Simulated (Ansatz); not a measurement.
**LiH in the zinc blende structure (space group F-43m, No. 216; a hypothetical phase, not in the database extracts checked)**

```
CELL_PARAMETERS angstrom
      0.00000     2.14363     2.14363
      2.14363     0.00000     2.14363
      2.14363     2.14363     0.00000
ATOMIC_POSITIONS crystal
  H  0.75000 0.75000 0.75000
  Li 0.00000 0.00000 0.00000
```

Method: Ansatz (a program for electronic structure) PBE, no spin-orbit coupling. k-mesh 13×13×13 (Γ-centred); smearing 0.05 eV (Fermi–Dirac).

| Property | Result |
|---|---|
| Volume per atom | 9.85 Å³ |
| Density | 0.67 g/cm³ |
| Band gap | 4.20 eV, indirect, W → L |
| Electron mass | 0.26 mₑ along k, 2.0 mₑ across |
| Lowest conduction-band minima above the VBM | L along ⟨111⟩ 4.20 eV; a point along ⟨110⟩, about 1.3 Å⁻¹ from Γ 5.10 eV |
| Total energy | -110.648 eV/atom (σ→0; compares only within this code and set-up) |

Effective masses come from finite differences of ±0.01 Å⁻¹. Along k means along the line from Γ to the band edge. No phonon test of stability was made.
